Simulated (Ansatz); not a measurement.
Results of r²SCAN (Ansatz, a quantum-chemistry and plane-wave program, plane waves, PAW) for CsCl-type NiAl.

Run with plane-wave cutoff 560 eV, 20×20×20 k mesh, Fermi–Dirac smearing 0.05 eV, no spin polarisation, scalar-relativistic PAW data made under PBE.

Energies at three volumes about the minimum:

```
V (Å³/atom)  E − E_lowest (meV/atom)
-----------  -----------------------
11.501                          2.68
11.736                          0.00
11.971                          2.49
```

Fit a parabola by hand: where is the minimum, what lattice constant follows, and what is the bulk modulus?

Slopes: (0.00 − 2.68)/(11.736 − 11.501) = -11.404 and (2.49 − 0.00)/(11.971 − 11.736) = 10.596 meV/Å³. Curvature E″ = 2 × (10.596 − (-11.404))/(11.971 − 11.501) = 93.617 meV/Å⁶. From the middle of the first interval, the slope vanishes at V0 = 11.6185 − (-11.404)/93.617 = 11.740 Å³/atom. B = V0 E″ = 11.740 × 93.617 meV/Å³ × 0.1602 GPa per meV/Å³ = 176 GPa. With 2 atoms in the cube, a = (2 × 11.740)^(1/3) = 2.864 Å. The full Birch–Murnaghan fit to all volumes gives V0 = 11.736 Å³/atom and B0 = 176 GPa.

Measured, for comparison: bulk modulus 156 GPa (room temperature, not corrected to a static lattice; as tabulated in Yamada et al. (2019), arXiv:1910.09660); lattice constant a 2.882 Å (extrapolated to 0 K, zero-point anharmonic expansion removed (Haas, Tran, Blaha 2009); as tabulated in Levämäki et al. (2014), arXiv:1402.3671). Computed less measured: bulk modulus +13 %.
